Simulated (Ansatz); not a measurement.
## Response to strain in GaN

Base system: GaN in the wurtzite structure (space group P6_3mc, No. 186).

```yaml
crystal:
  lattice:
    - [3.21838, 0.00000, 0.00000]
    - [-1.60919, 2.78720, 0.00000]
    - [0.00000, 0.00000, 5.24320]
  atoms:
    - { symbol: Ga, position: [0.66667, 0.33333, 0.00096] }
    - { symbol: Ga, position: [0.33333, 0.66667, 0.50096] }
    - { symbol: N, position: [0.66667, 0.33333, 0.62424] }
    - { symbol: N, position: [0.33333, 0.66667, 0.12424] }
```

Strains are applied to the cell and any free atomic positions relax.

Method: PBE (Ansatz, a quantum-chemistry and plane-wave program; PAW; 420 eV plane waves; scalar-relativistic without spin-orbit coupling).

```csv
isotropic strain (%),band gap (eV)
0,1.71
1.3,1.45
1.47,?
2.32,1.26
```

Q: Fit E_g = E₀ + Dε (ε in %) to the rows shown and predict the withheld row.

A: Least squares on the printed values gives E₀ = 1.71 eV, D = -194 meV per % of strain (largest residual 0.01 eV); this predicts 1.42 eV, and the run gives 1.42 eV, in agreement.

Whether these cells are dynamically stable was not tested.
